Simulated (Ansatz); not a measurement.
Electronic density of states of amorphous Si24O47H2, density 2.05 g/cm³, on a 2×2×2 Γ-centred mesh with a Gaussian width of 0.1 eV; energies count from the Fermi level, whose place inside the gap is arbitrary. Cell and mesh are small, so fine structure isn't converged. These are PBE, scalar-relativistic without spin-orbit coupling (plane waves to 420 eV, PAW; Ansatz, a first-principles code) values and carry that method's errors. Sampling: a 2×2×2 Γ-centred mesh; Fermi-Dirac width 0.02 eV; no spin polarisation. The usual formal charges leave 4 electrons over, so the level spacing at the Fermi energy parts defect or band states and needn't be the band gap. At PBE the levels at both edges of the gap are localised (band-tail or defect states), and the nearest spread-out levels lie 5.6 eV apart at the zone centre.

A CHGNet melt-quench gave the starting glass, which DFT then relaxed. O atoms were pushed apart under 1.9 Å during the dynamics, to hinder bonds among them. The hot cell started wider than the set density and was brought back towards it in steps. It is the lowest in DFT energy of 8 quenches. It is a model cell: composition and starting density were chosen by hand, and all elements were melted together. No dispersion term was used. Its density started from a set value of 2.05 and ended at 2.05 g/cm³. The quench (nominally 200 K/ps over its main leg) was far faster than any real one, so the model tends to hold more defects than a real film. Values belong to this one cell and scatter from quench to quench. The volume was held where the preparation left it and the shape relaxed, at a PBE pressure of 0.2 GPa.

| E - EF (eV) | states/(eV atom) |
|---|---|
| -12.00 | 0.19 |
| -11.90 | 0.19 |
| -11.80 | 0.21 |
| -11.70 | 0.22 |
| -11.60 | 0.24 |
| -11.50 | 0.22 |
| -11.40 | 0.19 |
| -11.30 | 0.22 |
| -11.20 | 0.23 |
| -11.10 | 0.19 |
| -11.00 | 0.20 |
| -10.90 | 0.21 |
| -10.80 | 0.15 |
| -10.70 | 0.19 |
| -10.60 | 0.24 |
| -10.50 | 0.23 |
| -10.40 | 0.24 |
| -10.30 | 0.27 |
| -10.20 | 0.39 |
| -10.10 | 0.46 |
| -10.00 | 0.47 |
| -9.90 | 0.49 |
| -9.80 | 0.51 |
| -9.70 | 0.61 |
| -9.60 | 0.64 |
| -9.50 | 0.52 |
| -9.40 | 0.40 |
| -9.30 | 0.29 |
| -9.20 | 0.20 |
| -9.10 | 0.30 |
| -9.00 | 0.39 |
| -8.90 | 0.32 |
| -8.80 | 0.18 |
| -8.70 | 0.04 |
| -8.60 | 0.00 |
| -8.50 | 0.03 |
| -8.40 | 0.15 |
| -8.30 | 0.24 |
| -8.20 | 0.28 |
| -8.10 | 0.34 |
| -8.00 | 0.40 |
| -7.90 | 0.38 |
| -7.80 | 0.40 |
| -7.70 | 0.43 |
| -7.60 | 0.45 |
| -7.50 | 0.35 |
| -7.40 | 0.36 |
| -7.30 | 0.53 |
| -7.20 | 0.63 |
| -7.10 | 0.64 |
| -7.00 | 0.71 |
| -6.90 | 0.76 |
| -6.80 | 0.74 |
| -6.70 | 0.76 |
| -6.60 | 0.84 |
| -6.50 | 0.84 |
| -6.40 | 0.93 |
| -6.30 | 1.01 |
| -6.20 | 0.98 |
| -6.10 | 0.90 |
| -6.00 | 0.79 |
| -5.90 | 0.71 |
| -5.80 | 0.70 |
| -5.70 | 0.66 |
| -5.60 | 0.67 |
| -5.50 | 0.76 |
| -5.40 | 0.85 |
| -5.30 | 0.79 |
| -5.20 | 0.74 |
| -5.10 | 0.77 |
| -5.00 | 0.79 |
| -4.90 | 0.86 |
| -4.80 | 0.74 |
| -4.70 | 0.49 |
| -4.60 | 0.39 |
| -4.50 | 0.32 |
| -4.40 | 0.15 |
| -4.30 | 0.15 |
| -4.20 | 0.13 |
| -4.10 | 0.18 |
| -4.00 | 0.19 |
| -3.90 | 0.09 |
| -3.80 | 0.01 |
| -3.70 | 0.00 |
| -3.60 | 0.00 |
| -3.50 | 0.00 |
| -3.40 | 0.00 |
| -3.30 | 0.00 |
| -3.20 | 0.01 |
| -3.10 | 0.07 |
| -3.00 | 0.14 |
| -2.90 | 0.06 |
| -2.80 | 0.00 |
| -2.70 | 0.00 |
| -2.60 | 0.00 |
| -2.50 | 0.00 |
| -2.40 | 0.00 |
| -2.30 | 0.00 |
| -2.20 | 0.00 |
| -2.10 | 0.00 |
| -2.00 | 0.00 |
| -1.90 | 0.00 |
| -1.80 | 0.00 |
| -1.70 | 0.00 |
| -1.60 | 0.00 |
| -1.50 | 0.00 |
| -1.40 | 0.00 |
| -1.30 | 0.00 |
| -1.20 | 0.00 |
| -1.10 | 0.00 |
| -1.00 | 0.00 |
| -0.90 | 0.03 |
| -0.80 | 0.13 |
| -0.70 | 0.10 |
| -0.60 | 0.01 |
| -0.50 | 0.00 |
| -0.40 | 0.00 |
| -0.30 | 0.00 |
| -0.20 | 0.00 |
| -0.10 | 0.00 |
| 0.00 | 0.00 |
| 0.10 | 0.00 |
| 0.20 | 0.00 |
| 0.30 | 0.00 |
| 0.40 | 0.00 |
| 0.50 | 0.00 |
| 0.60 | 0.01 |
| 0.70 | 0.10 |
| 0.80 | 0.13 |
| 0.90 | 0.04 |
| 1.00 | 0.02 |
| 1.10 | 0.03 |
| 1.20 | 0.03 |
| 1.30 | 0.04 |
| 1.40 | 0.06 |
| 1.50 | 0.06 |
| 1.60 | 0.05 |
| 1.70 | 0.02 |
| 1.80 | 0.03 |
| 1.90 | 0.07 |
| 2.00 | 0.06 |
| 2.10 | 0.06 |
| 2.20 | 0.09 |
| 2.30 | 0.08 |
| 2.40 | 0.07 |
| 2.50 | 0.14 |
| 2.60 | 0.14 |
| 2.70 | 0.13 |
| 2.80 | 0.15 |
| 2.90 | 0.16 |
| 3.00 | 0.18 |
| 3.10 | 0.19 |
| 3.20 | 0.20 |
| 3.30 | 0.22 |
| 3.40 | 0.26 |
| 3.50 | 0.26 |
| 3.60 | 0.29 |
| 3.70 | 0.32 |
| 3.80 | 0.34 |
| 3.90 | 0.37 |
| 4.00 | 0.34 |
| 4.10 | 0.35 |
| 4.20 | 0.41 |
| 4.30 | 0.46 |
| 4.40 | 0.53 |
| 4.50 | 0.54 |

The level spacing at the Fermi energy on this mesh is 1.51 eV; the broadening fills part of it in the curve.
